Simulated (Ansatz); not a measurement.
We look at the energy of the reaction as written. Reaction: 1/4 cell B + 3/4 OH (gas) → cell A. The sign is products less reactants.

Cell A: a slab of W (bcc, Im-3m) cut along (110), 10 atoms, oblique cell of 3.18 × 2.76 Å (7.2 Å²), symmetry P1 within 0.02 Å, 17.8 Å thick under 16 Å of vacuum, in-plane vectors held at the crystal's; planes from bottom to top: W × 8 | O | H, its two faces unlike (dipole correction applied); added, foreign or displaced atoms, above the top plane: OH bound through O to 2 W at 2.17 Å; spin state with PBE: run without spin, k-point mesh 18×20×1.
```xyz
10
Lattice="3.1837 0.0000 0.0000 1.5919 2.2512 0.0000 0.0000 0.0000 34.0954" Properties=species:S:1:pos:R:3 pbc="T T T"
W      1.4292    -0.1725     8.0819
W     -0.1626    -0.1724    10.2525
W      1.4294    -0.1724    12.5124
W     -0.1624    -0.1725    14.7616
W      1.4294    -0.1725    17.0178
W     -0.1621    -0.1718    19.2688
W      1.4283    -0.1691    21.5193
W     -0.1604    -0.1585    23.7301
O      2.2033     0.9489    25.4019
H      2.8322     1.5385    25.8740
```

Cell B: a slab of W (bcc, Im-3m) cut along (110), 34 atoms, oblique cell of 6.37 × 5.51 Å (28.7 Å²), symmetry P1 within 0.02 Å, 17.9 Å thick under 16 Å of vacuum, in-plane vectors held at the crystal's; planes from bottom to top: W4 × 8 | O | H, its two faces unlike (dipole correction applied); added, foreign or displaced atoms, above the top plane: OH bound through O to 2 W at 2.14–2.16 Å; spin state with PBE: run without spin, k-point mesh 7×8×1.
```
W32HO
1.0
    6.36741     0.00000     0.00000
    3.18370     4.50244     0.00000
    0.00000     0.00000    34.09544
W O H
32 1 1
Cartesian
  6.32041   2.20253   8.07315
  3.13603   2.20235   8.07313
  4.72769  -0.04839   8.07318
  1.54407  -0.04908   8.07308
 -0.04739  -0.04841  10.24431
  3.13649  -0.04883  10.24429
  1.54396   2.20249  10.24396
  4.72784   2.20221  10.24437
  6.31959   2.20305  12.50429
  3.13610   2.20221  12.50386
  4.72822  -0.04968  12.50388
  1.54428  -0.04811  12.50384
 -0.04782  -0.04893  14.75100
  3.13572  -0.04846  14.75206
  1.54490   2.20190  14.75267
  4.72817   2.20234  14.75012
  6.31894   2.20188  17.00661
  3.13479   2.20296  17.00703
  4.72886  -0.04794  17.00701
  1.54520  -0.05092  17.00727
 -0.04946  -0.04614  19.25733
  3.13441  -0.04955  19.25220
  1.54630   2.20305  19.24948
  4.72886   2.19965  19.25763
  6.32044   2.22361  21.51063
  3.13016   2.18780  21.51543
  4.72623  -0.06959  21.51862
  1.54722  -0.02906  21.51446
 -0.08168  -0.06778  23.64489
  3.11331  -0.07700  23.76906
  1.54443   2.24040  23.76491
  4.76886   2.23003  23.62254
  2.32402   1.06911  25.40106
  2.95631   1.59540  25.92526
```

Reference: an isolated OH molecule (doublet) in a box of 11 × 11 × 13 Å.

Plane-wave PAW calculations with Ansatz (a quantum-chemistry and plane-wave program), its default PAW set, cutoff 420 eV, 500 eV for r2SCAN. The structures are at rest with PBE, within the held lattices; other levels are single points on them. Neutral cells; Fermi-Dirac smearing of at most 0.10 eV in the solids, energies taken to zero width. The lattices are those relaxed with PBE, so at other levels the solids can be strained, which adds to the spread. Larger cells are relaxed from a start prepared with the learned potential CHGNet, on a coarser mesh till forces fall under 0.03 eV/Å, which some starts already meet. A dispersion term (D3(BJ), or D4 for r2SCAN) was computed beside these levels and is taken off wherever the name lacks it. The PAW files were made for PBE and serve at the other functionals too. Space groups of crystals are read within 0.01 Å. Nuclei at rest; no vibrational terms. Cells are local rest points, mostly with their start's symmetry. Spin-orbit coupling is left out. The d electrons get no Hubbard U. Values are for these cell sizes. The cells' k-point meshes differ in density, so the last digit is unsettled.

Task: Give the value at the level PBE.

Result: -3.02 eV, for 1/4 cell B + 3/4 OH (gas) → cell A.

Task: List the value at the remaining levels and say how far they part.

Result: 
```json
[
 {"Level": "r2SCAN", "value (eV)": "-3.10", "less PBE": "-0.08"}
]
```

The levels shown span only 0.08 eV, too little to tell them apart.
